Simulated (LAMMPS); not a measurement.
Simulation of Ni3Al (L1_2), 864 atoms, at 100 K and 0 GPa, heated as the crystal.

Model: classical MD, pair style meam, file MoCoNiVFeAlCr_2nn.meam (LAMMPS).

Starting crystal:

Space group Pm-3m (No. 221); a = b = c = 3.5700 Å, α = β = γ = 90.00°

| atom | site | symmetry | x | y | z |
|---|---|---|---|---|---|
| Al | 1a | m-3m | 0.0000 | 0.0000 | 0.0000 |
| Ni | 3c | 4/mm.m | 0.0000 | 0.5000 | 0.5000 |

Predict the volume per atom, the state found.

volume per atom: 11.4152 ± 0.0001 Å³; state found: crystal; no diffusion seen in 30 ps.
